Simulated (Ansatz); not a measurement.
SiO2 under a change: Si → Pb

The parent structure is SiO2 (space group P6_322, No. 182; a = 5.060 Å, c = 8.597 Å; a cell from a computed database, its experimental status unchecked).

Perturbation: full substitution Si → Pb, then cell and atoms are relaxed.

Method: Ansatz (an electronic-structure program) PBEsol, without spin-orbit coupling, earlier PAW set. Γ-centred 6×6×3 mesh, Fermi–Dirac width 0.05 eV.

The volume per atom rises by 10.416 Å³ (15.89 Å³ → 26.30 Å³) and the density grows by 2.94 g/cm³ to 5.03 g/cm³. The c/a ratio goes up by 0.191 to 1.890 and the space group remains P6_322 (No. 182). The shortest interatomic distance goes up by 0.414 Å, from 1.609 Å to 2.023 Å and the band gap shrinks by 5.02 eV, from 5.54 eV to 0.52 eV. The width of the top valence band decreases by 0.53 eV, from 0.56 eV to 0.03 eV and the electron mass goes from 0.56 mₑ (at Γ) to 0.26 mₑ (at Γ).

Final structure:

```
CELL_PARAMETERS angstrom
      5.77714     0.00000     0.00000
     -2.88857     5.00315     0.00000
      0.00000     0.00000    10.91974
ATOMIC_POSITIONS crystal
  Pb 0.66667 0.33333 0.93523
  Pb 0.33333 0.66667 0.43523
  Pb 0.66667 0.33333 0.56477
  Pb 0.33333 0.66667 0.06477
  O  0.00000 0.32594 0.00000
  O  0.67406 0.00000 0.50000
  O  0.67406 0.67406 0.00000
  O  0.00000 0.67406 0.50000
  O  0.32594 0.00000 0.00000
  O  0.32594 0.32594 0.50000
  O  0.66667 0.33333 0.75000
  O  0.33333 0.66667 0.25000
```

With Pb present, leaving out spin-orbit coupling can change the band edges. Effective masses come from finite differences of ±0.01 Å⁻¹. Stability against distortions was not tested. As relaxed here, PbO2 is a hypothetical phase, not in the database extracts checked.
